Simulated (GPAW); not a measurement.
Input and output of a self-consistent single point for BaSn₃S₄ (P1, 8 atoms in the cell) (GPAW).

Computed with LDA (Perdew-Wang 92), GPAW PAW datasets LDA (gpaw-data 1.0.1) (plane waves; GPAW).

The change in words: atoms moved at random. Reference geometry:
```xyz
8
Lattice="4.4490 0.0000 0.0000 0.0000 4.2051 0.0000 -0.1018 0.0000 11.7455" Properties=species:S:1:pos:R:3 pbc="T T T"
Ba     1.7978     2.1025     7.1959
Sn     0.6544     2.1025     1.2433
Sn     2.7788     0.0000     4.2123
Sn     3.7815     0.0000    10.3360
S      2.0542     2.1025    10.3626
S      0.0037     2.1025     4.1228
S      2.2872     0.0000     1.7341
S      4.0311     0.0000     7.7753
```

Reference input (self-consistent single point, DFT LDA (Perdew-Wang 92), plane waves, GPAW PAW datasets LDA (gpaw-data 1.0.1)): mode = pw; ecut = 600 eV; xc = LDA; kpts = 3 4 2; mesh shift (steps) = 0 0 0; occupations.name = fermi-dirac; occupations.width = 0.05 eV; nbands = -6; convergence.bands = -4; symmetry.symmorphic = false; symmetry.tolerance = 0.0005; maxiter = 120. This run's input differs from it in these lines:

```diff
@@ -8,10 +8,10 @@
                     [-0.101784, 0.000000, 11.745549]],
-              scaled_positions=[[0.418110, 0.500000, 0.612650],
-                                [0.149520, 0.500000, 0.105850],
-                                [0.632800, 0.000000, 0.358630],
-                                [0.870090, 0.000000, 0.879990],
-                                [0.481910, 0.500000, 0.882260],
-                                [0.008870, 0.500000, 0.351010],
-                                [0.517470, 0.000000, 0.147640],
-                                [0.921220, 0.000000, 0.661980]],
+              scaled_positions=[[0.423629, 0.510159, 0.609415],
+                                [0.141027, 0.506131, 0.104234],
+                                [0.632076, -0.006955, 0.357585],
+                                [0.875359, 0.010556, 0.878113],
+                                [0.494908, 0.488232, 0.882246],
+                                [-0.002331, 0.487137, 0.354704],
+                                [0.514982, -0.003861, 0.149955],
+                                [0.920340, 0.008601, 0.663758]],
               pbc=True)
```

Log, with long lists cut:

```
     iter     time        total  log10-change:
                         energy   eigst   dens
iter:   1 --:--:--   -43.613903   +0.29
iter:   2 --:--:--   -43.220056   -0.57  -1.17
iter:   3 --:--:--   -42.024561   -0.81  -1.22
iter:   4 --:--:--   -41.973116   -1.33  -1.44
iter:   5 --:--:--   -42.031142   -1.06  -1.53
iter:   6 --:--:--   -41.862571   -1.90  -1.70
iter:   7 --:--:--   -41.838556   -1.98  -1.88
iter:   8 --:--:--   -41.814299   -2.88  -2.19
iter:   9 --:--:--   -41.810868c  -3.23  -2.47
iter:  10 --:--:--   -41.809102c  -3.74  -2.63
iter:  11 --:--:--   -41.808787c  -4.73  -2.79
iter:  12 --:--:--   -41.808652c  -4.19  -2.84
iter:  13 --:--:--   -41.808309c  -4.77  -3.03
   [... 3 lines left out ...]
iter:  17 --:--:--   -41.808108c  -5.78  -3.55
iter:  18 --:--:--   -41.808104c  -5.86  -3.63
iter:  19 --:--:--   -41.808108c  -6.21  -3.75
iter:  20 --:--:--   -41.808105c  -6.64  -3.90
iter:  21 --:--:--   -41.808104c  -7.12  -4.07c
iter:  22 --:--:--   -41.808102c  -6.43  -4.12c
iter:  23 --:--:--   -41.808102c  -7.31  -4.34c
iter:  24 --:--:--   -41.808102c  -7.81c -4.42c
Converged after 24 iterations.

Dipole moment: (8.577885, -1.228856, -1.514253) |e|*Ang

Energy contributions relative to reference atoms: (reference = -768002.869759)

Kinetic:        +27.235583
Potential:      -29.966431
External:        +0.000000
XC:             -39.319146
Entropy (-ST):   -0.000001
Local:           +0.241892
SIC:             +0.000000
--------------------------
Free energy:    -41.808102
Extrapolated:   -41.808102

Showing only first 2 kpts
 Kpt  Band  Eigenvalues  Occupancy
  0    36      4.13153    2.00000
  0    37      4.25283    2.00000
  0    38      6.62965    0.00000
  0    39      7.02130    0.00000

  1    36      4.14455    2.00000
  1    37      4.27605    2.00000
  1    38      6.54043    0.00000
  1    39      7.15460    0.00000

Fermi level: 5.50283

Gap: 1.291 eV
Transition (v -> c):
   [... lines left out ...]
  2 Sn    0.01475   -0.00796    0.16347
  3 Sn   -0.14448   -0.11307    0.19233
  4 S    -0.08418    0.14862    0.03400
  5 S     0.01211    0.07941   -0.05864
  6 S    -0.01929    0.01730   -0.24162
  7 S     0.02147   -0.00468   -0.10661

Stress tensor:
     0.026437     0.000328    -0.000757
     0.000328     0.025877    -0.000424
    -0.000757    -0.000424     0.023551
Stress (GPa, Voigt): [ 4.2357  4.146   3.7733 -0.068  -0.1213  0.0526]
```

The run converged in 24 iterations. GPAW prints stress with tension positive. Against the reference run the free energy goes up by 3.1 meV/atom, the pressure goes from -4.26 to -4.05 GPa, the largest force goes from 0.238 to 0.288 eV/Å and the gap on the mesh goes from 1.279 to 1.291 eV.

The starting cell comes from a database of computed structures (which also holds hypothetical and non-ambient phases and stackings), without a prior relaxation at this level. For this run, on top of that: atoms moved at random. With a pressure of about -4 GPa the cell is away from its equilibrium volume at this level.

Cost on one core of a shared machine: roughly 70 s.
